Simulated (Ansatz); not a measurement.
The starting structures come from a database of crystals and need not be the phases stable at ambient conditions.

 Where the default PAW files enter, the runs use the earlier of Ansatz's two default sets.

Data:

```
GeSe2
1.0
    6.36587     0.00000     0.00000
    0.82953     6.31159     0.00000
    2.76817    -3.15579     4.19783
Ge Se
2 4
Direct
  0.25000   0.25000   0.50000
  0.00000   0.00000   0.00000
  0.36296   0.88704   0.51204
  0.62500   0.12500   0.01204
  0.88704   0.36296   0.48796
  0.12500   0.62500   0.98796
```

Space group of this cell: I-42d. The cell is taken as given.

The current runs along the normal of the first two printed vectors, the (110) plane. All runs by Ansatz (a program for electronic structure), plane waves and PAW, without spin-orbit coupling; the base is PBEsol.

```
run                                                      mean pressure (GPa)  gap (eV)  mid-gap κ (1/Å)
-------------------------------------------------------  -------------------  --------  ---------------
base                                                                    -0.3      1.60            0.167
all lengths scaled by 0.98                                               3.5         ?                ?
all lengths scaled by 1.02                                              -3.0      1.46            0.160
lda in place of pbesol                                                  -1.8         ?                ?
lengths across the current scaled by 0.98, ions clamped                  2.0         ?                ?
lengths across the current scaled by 1.02, ions clamped                 -2.1      1.53            0.162
lengths along the current scaled by 0.97, ions clamped                   1.7      1.70            0.171
lengths along the current scaled by 1.03, ions clamped                  -1.8      1.51            0.163
```

**Question.** Complete the blanks.

**Answer.** 
- all lengths scaled by 0.98, gap (eV): 1.72
- all lengths scaled by 0.98, mid-gap κ (1/Å): 0.175
- lda in place of pbesol, gap (eV): 1.52
- lda in place of pbesol, mid-gap κ (1/Å): 0.158
- lengths across the current scaled by 0.98, ions clamped, gap (eV): 1.67
- lengths across the current scaled by 0.98, ions clamped, mid-gap κ (1/Å): 0.172
